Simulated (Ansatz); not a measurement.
The parent structure is BeS in the zinc blende structure (space group F-43m, No. 216; a = 4.7964 Å). Axes: x, y, z lie along the cube axes.

The values are results of LDA/PAW in Ansatz (a first-principles code), no SOC, not measurements.

For the base:

```
Item                                 Value
---------------------  -------------------
Valence-band top at Γ  0.00, 0.00, 0.00 eV
```

Modification: a pure shear with ε_xy = ε_yx = 0.0114; the atoms relax in the strained cell.

Q: What does the calculation give for the stress and valence-band top at Γ after the change?

A: The stress (xx, yy, zz, yz, xz, xy; compression positive) comes out as (0.04, 0.04, -0.01, 0.00, 0.00, -1.98) GPa; the valence-band top at Γ (three highest levels, from the VBM) goes from 0.00, 0.00, 0.00 eV to 0.00, -0.10, -0.19 eV.

The levels and masses belong to the bands next to the band gap. Stability against distortions was not tested.
